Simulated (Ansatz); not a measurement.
Structure of amorphous Sn$_{24}$Te$_{24}$ (periodic cell):

```
SnTe
1.0
   12.04702    -0.56955    -0.38868
   -0.56955    11.44454    -0.08486
   -0.38868    -0.08486    11.14281
Sn Te
24 24
Direct
  0.83482   0.91536   0.01535
  0.14459   0.37223   0.50959
  0.27325   0.33359   0.95875
  0.43877   0.63821   0.93258
  0.35802   0.17631   0.58516
  0.84630   0.62271   0.62466
  0.98412   0.83595   0.34548
  0.10033   0.55271   0.72096
  0.31482   0.53095   0.16080
  0.59282   0.37553   0.59937
  0.66132   0.02771   0.73069
  0.64878   0.67699   0.17419
  0.03216   0.92359   0.79114
  0.40089   0.63851   0.50398
  0.09168   0.47345   0.26955
  0.75150   0.40956   0.92299
  0.59924   0.91027   0.47693
  0.37339   0.01292   0.89658
  0.11364   0.68231   0.04837
  0.13187   0.19944   0.19709
  0.25783   0.92080   0.31763
  0.62269   0.13316   0.13014
  0.84973   0.14166   0.43630
  0.74910   0.40739   0.32450
  0.87305   0.88106   0.57262
  0.12244   0.11020   0.44224
  0.33690   0.46757   0.74286
  0.08250   0.96115   0.08974
  0.87647   0.11160   0.85698
  0.75918   0.92247   0.25911
  0.65088   0.61828   0.43704
  0.42975   0.75882   0.25088
  0.24249   0.76756   0.84187
  0.84496   0.34309   0.62525
  0.57988   0.40642   0.11374
  0.37495   0.10040   0.15371
  0.59747   0.16192   0.39763
  0.37922   0.92112   0.58501
  0.36167   0.39952   0.38419
  0.59086   0.87939   0.92801
  0.19472   0.14584   0.77682
  0.90555   0.70036   0.89788
  0.63929   0.58588   0.76651
  0.55154   0.22000   0.82967
  0.05538   0.43128   0.95071
  0.88376   0.24127   0.18784
  0.15614   0.65969   0.46074
  0.89823   0.60495   0.21929
```

All values below come from PBE-D3(BJ), scalar-relativistic without spin-orbit coupling, PAW (Ansatz default set, large-core Te) (plane waves to 420 eV; Ansatz, a program for electronic structure). Neutral PBE cell, which sets geometry, pressure and energy: sampling: a 2×2×2 Γ-centred mesh; Fermi-Dirac width 0.05 eV; no spin polarisation.

It comes from a melt-quench run on a machine-learned potential (CHGNet), relaxed afterwards by DFT. The hot cell started wider than the set density and was brought back towards it in steps. It is the lowest in DFT energy of 3 quenches. It is a model cell: composition and starting density were chosen by hand, and all elements were melted together. The geometry includes D3(BJ) dispersion. Its density started from a set value of 6.44 and ended at 6.41 g/cm³. The quench (nominally 66 K/ps over its main leg) was far faster than any real one, so the model tends to hold more defects than a real film. A cell of this size samples the disorder only roughly. Volume and shape were free in the relaxation.

Problem. Give the pressure, the energy against reference phases and the spacing of the highest filled and lowest empty levels.

Solution. 
- Pressure on a 2×2×2 Γ-centred mesh: 0.22 GPa
- Largest force and stress component on that mesh (the relaxation ran on one k-point at (1/4, 1/4, 1/4)): 0.26 eV/Å and 0.4 GPa
- Energy relative to SnTe (Fm-3m) (lowest mix at this level among the phases computed, not always the ambient ones): 0.154 eV/atom
- Gap on a 2×2×2 Γ-centred mesh (PBE): within the smearing (under twice its width)

Problem. At PBE and the zone centre, how localised are the states just below and above the Fermi level (participation number: the atoms over which a state spreads)?

Solution. The highest filled state is spread over 32.3 atoms' worth, largest on Te47, with weights by element (charge in smoothed Voronoi cells) Te 0.54, Sn 0.46. The lowest empty state is spread over 26.5 atoms' worth, largest on Te29, with weights by element (charge in smoothed Voronoi cells) Te 0.61, Sn 0.39.

The levels at the Fermi energy are partly filled. A closed spacing in one fast-quenched cell at PBE doesn't show the material to be a metal.

Neighbours within Sn-Sn 3.34 Å, Sn-Te 3.42 Å, Te-Te 3.31 Å count as bonded.
